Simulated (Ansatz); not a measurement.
The reference is SiC in the wurtzite structure (space group P6_3mc, No. 186; a = 3.076 Å, c = 5.048 Å).

Structures relaxed with Kohn–Sham DFT with the PBEsol functional, run in Ansatz (a program for electronic structure) with PAW and 420 eV plane waves, no SOC.

Base:

Simulated powder pattern, Cu Kα1, λ = 1.54056 Å (kinematic, ideal powder, no thermal factors, no anomalous dispersion; the 10 strongest lines at most, above 2 %, up to 2θ = 90°):

```tsv
2θ (°)	I/Imax (%)	hkl
33.62	74	(100)
35.54	51	(002)
38.17	100	(101)
49.72	27	(102)
60.11	46	(110)
65.57	47	(103)
70.66	6.9	(200)
71.82	35	(112)
73.47	16	(201)
81.67	6.2	(202)
```

After one change:

Simulated powder pattern, Cu Kα1, λ = 1.54056 Å (kinematic, ideal powder, no thermal factors, no anomalous dispersion; the 10 strongest lines at most, above 2 %, up to 2θ = 90°):

| 2θ (°) | I/Imax (%) |
|---|---|
| 34.69 | 73 |
| 36.68 | 50 |
| 39.40 | 100 |
| 51.37 | 27 |
| 62.17 | 45 |
| 67.86 | 46 |
| 73.20 | 6.8 |
| 74.41 | 35 |
| 76.14 | 16 |
| 84.77 | 6.2 |

### Question
Name the change that was made.
A) isotropic strain −1.20 %
B) isotropic strain −2.40 %
C) isotropic strain −0.60 %
D) isotropic strain −3.00 %

### Answer
D, isotropic strain −3.00 %. Its volume per atom is 9.44 Å³ against 10.34 Å³, and its space group is P6_3mc (No. 186).

Stability against distortions was not tested.
